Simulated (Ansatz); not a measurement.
Start from Sr3AsN in the anti-perovskite structure (space group Pm-3m, No. 221; a = 5.041 Å; a cell from a computed database, its experimental status unchecked).

All numbers come from Kohn–Sham DFT with the PBEsol functional, run in Ansatz (a program for electronic structure) with PAW and 420 eV plane waves, without spin-orbit coupling.

For the base:

The gap character is direct at Γ and the gap between the host's bands is 0.38 eV.

Now apply this change: 0.641 electrons added to each cell, a density of 5.0×10^21 cm⁻³, with a uniform compensating background at fixed cell and a 300 K Fermi–Dirac width.

Problem. What does the calculation give for the gap character after the change?

Solution. The gap character remains direct at Γ.

Problem. How does this affect the gap between the host's bands?

Solution. The gap between the host's bands goes up by 0.06 eV (0.38 eV → 0.44 eV).

Problem. What does the calculation give for the Fermi level from band edge after the change?

Solution. The Fermi level relative to the doped band's edge (positive inside the band; to 0.05 eV) is +1.00 eV.

Charged cell with a jellium background: band edges are those of the host's band count, energies are not comparable with the neutral cell, and many-body gap narrowing is missing. Whether these cells are dynamically stable was not tested.
